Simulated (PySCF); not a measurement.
PySCF 2.14.0, PBE0/def2-svp, df: Zn(F)(OH) ([OH][Zn][F]), 4 atoms. The geometry is a generated start, not checked to be a minimum at this level.

task: energy
method: pbe0
basis: def2-svp
two-electron scheme: density fitting
mol.max_memory: 3000 MB
mf.max_cycle: 100
mf.conv_tol: 1e-09 (default)
mf.grids.level: 3 (default)
basis functions: 64
grid points: 58792

```xyz
4

Zn     0.5154     0.4318    -0.0754
F      1.2409     1.0070    -1.4806
O     -0.7625    -0.6086     0.3276
H     -0.9938    -0.8302     1.2285
```

Charge 0 and multiplicity 1 are set for this test and not shown to be the ground state.

With the defaults (mf.init_guess = minao, mf.DIIS = CDIIS, mf.diis = true, mf.damp = 0, mf.diis_start_cycle = 1, mf.diis_space = 8, mf.diis_damp = 0, mf.level_shift = 0) it converges in 12 Fock builds. One run each on 2 threads, 1 BLAS thread, with these changes:
- mf.level_shift = 0.3 Hartree
- mf.diis_space = 3
- mf.DIIS = ADIIS
- mf.diis = false
- mf.diis_space = 5
- mf.DIIS = EDIIS
- mf.diis_damp = 0.3
- mf.init_guess = 1e
- mf.damp = 0.3, mf.diis_start_cycle = 4

Question: Which runs fail or end elsewhere than the default run?

Answer: No convergence: mf.init_guess = 1e; mf.DIIS = EDIIS; mf.diis = false (the run ends without SCF convergence in 100 cycles). The rest reach the solution of the defaults.

```
setting                                 Fock builds             end
--------------------------------------  -----------  --------------
the defaults                                     12   same solution
mf.diis_space = 5                                12   same solution
mf.diis_damp = 0.3                               12   same solution
mf.diis_space = 3                                13   same solution
mf.damp = 0.3, mf.diis_start_cycle = 4           15   same solution
mf.level_shift = 0.3 Hartree                     17   same solution
mf.DIIS = ADIIS                                  18   same solution
mf.init_guess = 1e                              101  no convergence
mf.DIIS = EDIIS                                 101  no convergence
mf.diis = false                                 101  no convergence
```
